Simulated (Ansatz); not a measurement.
Given:

End structure of a constructed model of the (100) surface of rock-salt TaC, a layer of Ru, one atom over each Ta (bottom of the slab: a bare face, its two planes held):

```yaml
crystal:
  lattice:
    - [3.16473, 0.00000, 0.00000]
    - [0.00000, 3.16473, 0.00000]
    - [0.00000, 0.00000, 30.50000]
  atoms:
    - { symbol: C, position: [0.00000, 0.00000, 0.26280] }
    - { symbol: Ta, position: [0.50000, 0.50000, 0.26280] }
    - { symbol: C, position: [0.50000, 0.50000, 0.33617] }
    - { symbol: Ta, position: [0.00000, 0.00000, 0.33617] }
    - { symbol: C, position: [0.00000, 0.00000, 0.40933] }
    - { symbol: Ta, position: [0.50000, 0.50000, 0.41005] }
    - { symbol: C, position: [0.50000, 0.50000, 0.48332] }
    - { symbol: Ta, position: [0.00000, 0.00000, 0.48283] }
    - { symbol: C, position: [0.00000, 0.00000, 0.55763] }
    - { symbol: Ta, position: [0.50000, 0.50000, 0.55731] }
    - { symbol: C, position: [0.50000, 0.50000, 0.62952] }
    - { symbol: Ta, position: [0.00000, 0.00000, 0.63889] }
    - { symbol: Ru, position: [0.00000, 0.00000, 0.71491] }
```

Set-up: 13 atoms, 14.5 Å thick at the start; mesh 12x12x1; 0.1 eV smearing; dipole correction on; 4 atoms held, the rest relaxed; held to the start's symmetry, so lower structures may exist; no spin, no spin-orbit, no U. In PBE it lies 2.13 eV a 1x1 cell over the lowest computed structure of the same composition (a layer of Ru, one atom over each C).

Predict the work function of the top face from PBE (Ansatz, a program for electronic structure).

4.81 eV
